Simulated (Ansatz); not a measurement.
# WOs₃ (model structure, started from the A15 type, Pm-3n, No. 223, 8 atoms in the cell)

Method: LDA in Ansatz (PAW).

Numerical settings: plane-wave cutoff 520 eV, 12×12×12 k mesh, Fermi–Dirac smearing 0.05 eV, no spin polarisation, scalar-relativistic PAW data made under PBE.

Cell (relaxed at this level):

```xyz
8
Lattice="4.8811 0.0000 0.0000 0.0000 4.8811 0.0000 0.0000 0.0000 4.8811" Properties=species:S:1:pos:R:3 pbc="T T T"
Os     1.2203     0.0000     2.4406
Os     3.6609     0.0000     2.4406
Os     0.0000     2.4406     1.2203
Os     0.0000     2.4406     3.6609
Os     2.4406     1.2203     0.0000
Os     2.4406     3.6609     0.0000
W      0.0000     0.0000     0.0000
W      2.4406     2.4406     2.4406
```

```json
{
  "bulk_modulus": "383 GPa"
}
```

Note: the run has no spin polarisation, so it can have missed a magnetic state; the bulk modulus is −V dP/dV from two relaxed cells at ±2 % in volume; the relaxation could raise the start's symmetry but not lower it, so the cell can be a saddle point.

Spin–orbit coupling is not included.

The computed numbers hold no vibrational or temperature effects.

A model structure was made by putting elements into a prototype or built by hand; it is no filed structure, need not be a known phase, and can be a saddle point held by its symmetry.

Ansatz is a quantum-chemistry and plane-wave program.
